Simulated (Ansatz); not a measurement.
Start from MoS₂ in the 2H-MoS2 type structure (space group P6_3/mmc, No. 194; a = 3.149 Å, c = 12.090 Å; layered, stacked along the Cartesian z axis). Axes: x lies along a and z along c of the hexagonal cell.

Level of theory: PBE-D3(BJ) (Ansatz, a program for electronic structure, PAW, no spin-orbit coupling).

For the base:

```
Item                                  Result
---------------------  ---------------------
Band gap                             0.78 eV
Valence-band top at Γ  0.00, -1.11, -1.28 eV
Pressure                           -0.01 GPa
```

Modification: compressive biaxial strain of 0.24 % in the plane normal to [001], as in epitaxy on a mismatched substrate; the out-of-plane cell vector and the atoms relax.

**Question.** Estimate the effect on the out-of-plane strain, band gap, valence-band top at Γ and pressure.

**Answer.** The out-of-plane strain amounts to +0.07 %; the band gap stays 0.78 eV; the valence-band top at Γ (three highest levels, from the VBM) goes from 0.00, -1.11, -1.28 eV to 0.00, -1.11, -1.30 eV; the pressure (mean of the normal stresses, compression positive) increases by 0.46 GPa (-0.01 GPa → 0.45 GPa).

Whether these cells are dynamically stable was not tested.
